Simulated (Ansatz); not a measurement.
The reference is Pd in the fcc (Cu type) structure (space group Fm-3m, No. 225; a = 3.8777 Å; relaxed with 0.1 eV smearing). Axes: x, y, z lie along the cube axes.

The values are results of PBEsol (Ansatz, a first-principles code; PAW; 420 eV plane waves; without spin-orbit coupling), not measurements.

Modification: biaxial strain −0.83 %, plane normal [111], relaxed out of plane (Cartesian); in-plane vectors clamped, the third vector and the atoms free.

Estimate the effect on the in-plane stress.

The mean in-plane stress (compression positive) comes out as +2.9 GPa.

Stability against distortions was not tested. The final runs are not spin-polarised.
